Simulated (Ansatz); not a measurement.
**The (211) surface of bcc Mo in its 1x1 cell, outermost plane spacing 1.29 Å in the ideal cut**

These are r2SCAN, at the PBE geometry (plane waves to 500 eV, PAW; Ansatz, a quantum-chemistry and plane-wave program) values and carry that method's errors.

Slab: 9 atoms, 10.3 Å thick at the start (thin: gaps and levels are the slab's own); k 14x9x1, smearing 0.1 eV, dipole-corrected; single point; on the structure that PBE left under its start's symmetry; no spin, no spin-orbit, no U.

```
Property                                                    Result
-----------------------------------  -----------------------------
surface energy (mean of both faces)                     3.13 J/m^2
work function of the top face                              4.07 eV
cost                                 around 3 core-minutes (rough)
```
